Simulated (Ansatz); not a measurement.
## A self-consistent single point of Li (Im-3m, 1 atom in the cell) with Ansatz

Computed with PBEsol, default PAW files made with PBE (plane waves; Ansatz, an electronic-structure program).

Input as run:

Ansatz 0.2 input:
```yaml
# Li
crystal:
  lattice:
    - [-1.750235, 1.750235, 1.750235]
    - [1.750235, -1.750235, 1.750235]
    - [1.750235, 1.750235, -1.750235]
  atoms:
    - { symbol: Li, position_ang: [0.000000, 0.000000, 0.000000] }
basis:
  ecutwfc: 420.0
kpoints:
  mp_grid: { grid: [13, 13, 13] }
hamiltonian:
  xc: pbesol
  pseudopotentials: { kind: paw }
scf:
  occupations: { method: gaussian, width: 0.1 }
output:
  forces: true
  eigenvalues: true
  stress: true
```

Output (repeated stretches shortened):

```
WARN ansatz: RAYON_NUM_THREADS=1 ignored (pool sized by the plan → 1); use --threads N
Pseudopotentials: kind: paw
Pseudopotential: Li, paw, valence charge 3
Crystal: 1 atoms, lattice volume = 21.446 Å³
Basis set: ecut = 420 eV, 429 PW (Γ), exchange–correlation on 48×48×48 points (8 copies of the dense FFT grid, shifted against one another)
Bands: 6, of which v1, the nominal top of the filled ones, is band 2 counted from 1 (1 counted from 0)
Symmetry: 48 space group operations
Space group: Im-3m (ITA 229), of the structure as read, at distance tolerance 2.8e-5 Å
k-points: 84 of 2197
Initial density: superposition of atomic densities (neutral atoms: chi_scale 0, normalization atom), corrected by the library's trained network
Initial wavefunctions: pseudopotential atomic-orbital guess
Eigensolver: davidson
Functional: x = pbesol(κ = 0.804, μ = 0.12345679012345678), c = pbesol(β = 0.046)
SCF iter   1: F=—  HF=-202.997413 eV  |F-HF|=—  |Δ(HF+E_count)|=         —  Δρ=1.41e-3  dr2=1.28e-4  ethr=1.77e-3  ⟨swp⟩=4.0  Hψ=3900  notcnv=0
all-band conjugate gradients solve this SCF's bands
preconditioner: auto → none
SCF iter   2: F=—  HF=-202.996922 eV  |F-HF|=—  |Δ(HF+E_count)|=   4.91e-4  Δρ=5.45e-4  dr2=1.83e-5  ethr=4.25e-6  ⟨swp⟩=2.3  Hψ=1284  notcnv=0
SCF iter   3: F=—  HF=-202.996838 eV  |F-HF|=—  |Δ(HF+E_count)|=   8.44e-5  Δρ=1.98e-5  dr2=4.93e-8  ethr=6.09e-7  ⟨swp⟩=2.0  Hψ=603  notcnv=0  defer=1
iter 4 did not close the SCF: its close was put off for the readings that it lacked (scf_convergence_deferred on its scf_iter line)
SCF iter   4: F=-202.996838 eV  HF=-202.996838 eV  |F-HF|=5.54e-10  |Δ(HF+E_count)|=   4.73e-7  Δρ=1.63e-6  dr2=3.24e-10  ethr=1.64e-9  ⟨swp⟩=2.1  Hψ=584  notcnv=0  defer=1
iter 5 did not close the SCF: its close was put off for the readings that it lacked (scf_convergence_deferred on its scf_iter line)
SCF iter   5: F=-202.996838 eV  HF=-202.996838 eV  |F-HF|=2.02e-12  |Δ(HF+E_count)|=  6.31e-10  Δρ=9.04e-8  dr2=9.70e-13  ethr=1.08e-11  ⟨swp⟩=2.3  Hψ=602  notcnv=0  defer=1
SCF iter   6: F=-202.996838 eV  HF=-202.996838 eV  |F-HF|=0.00e0  |Δ(HF+E_count)|=  2.25e-12  Δρ=2.76e-9  dr2=8.77e-16  ethr=1.00e-12  ⟨swp⟩=1.7  Hψ=1535  notcnv=0
SCF 1 converged in 6 iterations: F = -202.996838 eV  dr2 = 8.77e-16
SCF converged after 6 iterations
Free energy (F): -202.996838 eV
Harris-Foulkes:  -202.996838 eV  (|F-HF|=0.00e0)
Internal energy: -202.994610 eV  (E = F + TS)
E sigma→0 (E₀):  -202.995724 eV
Entropy (-TS):   -0.002228 eV (-2.228 meV/atom)
Fermi energy:    0.903493 eV
--- Per-component energies (eV) ---
  E_band       = -90.857360
  E_kinetic    = 20.976570
  E_local      = -133.681100  (includes V_loc(G=0)·N_el)
  E_nonlocal   = -33.220291
  E_hartree    = 39.680488
  E_xc         = -9.798183
  E_vxc        = -12.682430  (∫ρ·V_xc dr)
  E_paw        = -19.585006  (= ΣΔE_a)
  E_vpaw       = -11.611100  (= ΣTr[D̂ρ^β])
  E_aug_tail   = 0.000014  (compensation charges beyond the density's cutoff)
  E_ewald      = -67.367103
  E_smearing   = -0.002228  (= −TS)
  E_closure    = -0.000000  (closes the sum)
  Σ components = -202.996838   (vs F -202.996838, Δ=0.00e0)
--- Forces (eV/Å), atoms counted from 1 ---
  atom   1  Li     0.00000000     0.00000000    -0.00000000
  max |Σ_I F_I| component: 1.54e-32 eV/Å
--- Stress (GPa, compression-positive) ---
       -0.741310       0.000000       0.000000
       -0.000000      -0.741310       0.000000
       -0.000000       0.000000      -0.741310
  P = ⅓ Tr σ = -0.7413 GPa (-7.413 kbar)
  The stress holds the Pulay correction. Without it, at fixed plane waves, as pw.x and ABINIT print it: P = -0.7445 GPa
--- Band table (eV; the first three rows and the last of 84) ---
  k-point 0: bands = ["-45.1889", "-2.6434", "14.9456", "14.9456", "14.9456", "19.4942"]
  k-point 1: bands = ["-45.1879", "-2.5336", "14.1978", "14.4182", "14.7566", "18.1090"]
  k-point 2: bands = ["-45.1853", "-2.2041", "12.1832", "13.4117", "14.2433", "16.8945"]
  k-point 83: bands = ["-45.1617", "5.4323", "6.2503", "6.2503", "8.4387", "9.2083"]
```

The run converged in 6 iterations.

The starting cell has typed, rounded lattice constants, without a prior relaxation at this level. Its lattice was rescaled by up to half a per cent. Ansatz's pressure includes its estimate of the finite-basis (Pulay) stress.
